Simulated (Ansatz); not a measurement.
# Hypothetical Fddd WSi2, pressure series

Start from WSi₂ (space group Fddd, No. 70; a = 4.557 Å, b = 7.874 Å, c = 8.915 Å; a hypothetical phase, not in the database extracts checked).

Cell and atoms are relaxed at each pressure.

Level of theory: plane-wave PAW DFT at the PBEsol level (Ansatz, a program for electronic structure, 420 eV), no spin-orbit coupling.

```tsv
P (GPa)	V (Å³/atom)
-2.00	13.445
-1.00	13.385
0.30	13.310
0.70	13.287
1.50	13.242
2.99	13.160
4.99	13.054
7.50	12.928
10.00	12.808
```

Problem. Fit a third-order Birch–Murnaghan equation of state.

Solution. Least squares on P(V) = (3B₀/2)[(V₀/V)^(7/3) − (V₀/V)^(5/3)]·[1 + (3/4)(B₀′ − 4)((V₀/V)^(2/3) − 1)] gives V₀ = 13.33 Å³/atom, B₀ = 231 GPa and B₀′ = 4.4.

Load acts through the strain it causes; cell and atoms are relaxed under it. No phonon test of stability was made. Competing high-pressure phases were not computed. All final runs are without spin polarisation.
